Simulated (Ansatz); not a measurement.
CdSe (model structure, started from the BeO type, P4₂/mnm, No. 136, 8 atoms in the cell) was calculated with r²SCAN+rVV10 (Ansatz, an electronic-structure program, PAW).

Settings: plane-wave cutoff 560 eV, 6×6×8 k mesh (along the axes of the cell as run), Fermi–Dirac smearing 0.01 eV, scalar-relativistic PAW data made under PBE.

Cell (relaxed at this level):

```cif
data_Cd4Se4
_chemical_formula_sum 'Cd4 Se4'
_space_group_name_H-M_alt 'P 1'
_space_group_IT_number 1
_cell_length_a 7.38932
_cell_length_b 7.38932
_cell_length_c 4.36829
_cell_angle_alpha 90.000
_cell_angle_beta 90.000
_cell_angle_gamma 90.000
loop_
_space_group_symop_operation_xyz
  'x, y, z'
loop_
_atom_site_label
_atom_site_type_symbol
_atom_site_fract_x
_atom_site_fract_y
_atom_site_fract_z
_atom_site_occupancy
Cd1 Cd 0.32316 0.67684 0.00000 1
Cd2 Cd 0.67684 0.32316 0.00000 1
Cd3 Cd 0.82316 0.82316 0.50000 1
Cd4 Cd 0.17684 0.17684 0.50000 1
Se1 Se 0.31447 0.31447 0.00000 1
Se2 Se 0.68553 0.68553 0.00000 1
Se3 Se 0.18553 0.81447 0.50000 1
Se4 Se 0.81447 0.18553 0.50000 1
```

Question: What does this level give for the band gap?

Answer: 
- band gap = 1.19 eV

Note: the relaxation could raise the start's symmetry but not lower it, so the cell can be a saddle point.

Spin–orbit coupling is not included.

A model structure was made by putting elements into a prototype or built by hand; it is no filed structure, need not be a known phase, and can be a saddle point held by its symmetry.
